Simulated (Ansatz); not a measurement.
For AgNO3 (R3m, No. 160, 5 atoms in the cell; start mp-8196), LDA in Ansatz (PAW) gives:

```
Quantity                          Value
------------------------------  -------
equilibrium lattice constant a  4.949 Å
c axis length                   7.854 Å
```

### Question
What does PBEsol (Ansatz, a quantum-chemistry and plane-wave program, plane waves, PAW) give for the same quantities?

### Answer

- lattice constant a: 5.049 Å (rises by 2.0 %)
- lattice parameter c: 8.230 Å (rises by 4.8 %)

Changes are worked out from the printed values.

Unless a cell is named, each level is at its own relaxed cell (LDA 11.11, PBEsol 12.12 Å³/atom).

Caveats: the relaxation could not lower the start's symmetry, so the cell can be a saddle point above a distorted one (LDA, PBEsol). Ansatz's density-functional and Hartree–Fock values are scalar-relativistic unless marked +SOC, with PAW data made under PBE.

A start named mp-… is a Materials Project structure, which need not be a measured phase.
